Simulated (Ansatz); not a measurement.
A periodic model of amorphous Ti$_{20}$O$_{43}$La$_{2}$:

```xyz
65
Lattice="9.5419 -0.0496 0.0380 -0.0496 9.1912 0.2220 0.0380 0.2220 9.6017" Properties=species:S:1:pos:R:3 pbc="T T T"
Ti     8.2401     5.6143     9.4010
Ti     6.9903     4.8407     6.1864
Ti     5.0283     7.7767     5.6022
Ti     8.1782     7.6556     6.9705
Ti     1.8032     5.4091     9.1822
Ti     6.7121     5.8966     3.0469
Ti     9.0356     2.7479     0.9632
Ti     0.2633     4.0527     6.8873
Ti     3.7961     4.7013     6.7537
Ti     6.2519     1.6207     0.6797
Ti     2.2399     0.3616     3.6368
Ti     1.4742     3.7905     3.6077
Ti     1.5364     8.5516     7.5151
Ti     8.4032     1.4971     7.1493
Ti     3.7416     6.6718     2.9943
Ti     4.8629     3.3590     3.7888
Ti     0.5628     6.7059     4.3564
Ti     3.7829     1.2951     6.4251
Ti     2.4767     1.4865     0.2426
Ti     4.1057     3.8063     1.0709
O      7.3732     7.3471     8.6589
O      0.8205     8.4329     3.5326
O      1.5236     2.0523     4.0549
O      7.4723     3.8134     0.4760
O      3.7797     4.5743     5.0017
O      7.9532     3.1946     6.4335
O      4.1445     6.6966     6.6743
O      3.5374     8.1482     4.2937
O      9.4250     8.9210     8.2100
O      0.4531     7.4465     6.1505
O      1.9753     5.9098     3.3521
O      5.9431     9.0746     0.9097
O      3.6228     2.9055     7.1720
O      3.5023     7.4515     1.5098
O      0.6268     1.3495     0.3366
O      5.5774     2.7271     2.2305
O      6.4727     4.4239     4.3783
O      3.8120     5.4414     9.4392
O      1.9597     4.9612     7.3776
O      7.3533     6.3392     1.4003
O      0.5936     2.2930     7.0432
O      7.9241     1.4613     1.6971
O      5.6593     7.2033     3.7201
O      8.4527     5.5267     7.3078
O      7.5112     1.5934     8.7165
O      6.7135     6.8653     6.0275
O      0.6183     4.6409     5.1148
O      0.1935     3.7271     2.3222
O      2.7709     0.8173     1.8927
O      2.3259     0.3283     5.8018
O      5.0445     9.1421     6.8901
O      0.1542     4.2204     8.9304
O      2.2975     3.4103     0.4165
O      2.2219     7.2382     8.5075
O      0.2389     6.2236     0.3247
O      7.8382     0.1340     6.0561
O      4.4684     1.8628     4.7658
O      5.6568     4.5973     7.2607
O      2.8860     0.5469     8.3383
O      4.9704     5.2305     2.3289
O      3.2092     3.5412     2.7442
O      8.4607     6.3325     3.8438
O      4.5132     2.2458     0.0824
La     8.4662     8.5102     0.8941
La     4.6515     7.7589     9.0697
```

Computed with PBE, scalar-relativistic without spin-orbit coupling (plane waves to 420 eV, PAW; Ansatz, a quantum-chemistry and plane-wave program).

Preparation: random packing, a CHGNet melt and quench, and a DFT relaxation. O atoms were pushed apart under 1.9 Å during the dynamics, to hinder bonds among them. The hot cell started wider than the set density and was brought back towards it in steps. It is the lowest in DFT energy of 2 quenches. It is a model cell: composition and starting density were chosen by hand, and all elements were melted together. No dispersion term was used. Its density started from a set value of 3.90 and ended at 3.79 g/cm³. The simulated quench (nominally 300 K/ps over its main leg) is rapid and tends to freeze in more defects than a deposited or slowly cooled glass has. Values belong to this one cell and scatter from quench to quench. Volume and shape were free in the relaxation.

Cut-offs for bonds: Ti-Ti 3.12 Å, Ti-O 2.56 Å, Ti-La 3.54 Å, O-O 1.58 Å, O-La 3.00 Å, La-La 3.96 Å. Two cations that share two anions don't count as bonded, nor two that share one unless they lie closer than Ti-Ti 3.04 Å, Ti-La 3.45 Å, La-La 3.85 Å.

### Question
Give the coordination numbers, mean bond lengths and angles.

### Answer

The mean coordination of Ti by anions is 5.35 (13 with 5, 7 with 6). The mean coordination of O is 2.86 (12 with 2, 25 with 3, 6 with 4). The mean coordination of La by anions is 8.00 (2 with 8). The mean Ti-O bond is 1.960 Å (spread 0.136 Å, 107 counted). The mean O-La bond is 2.583 Å (spread 0.126 Å, 16 counted) and the bond angle at Ti is mean 105.0°, spread 27.1°. The bond angle at O comes out as mean 116.0°, spread 20.1° and the bond angle at La is mean 96.8°, spread 32.2°.

### Question
List the pairs of like atoms that count as bonded by the rules above.

### Answer
There are none by these rules.
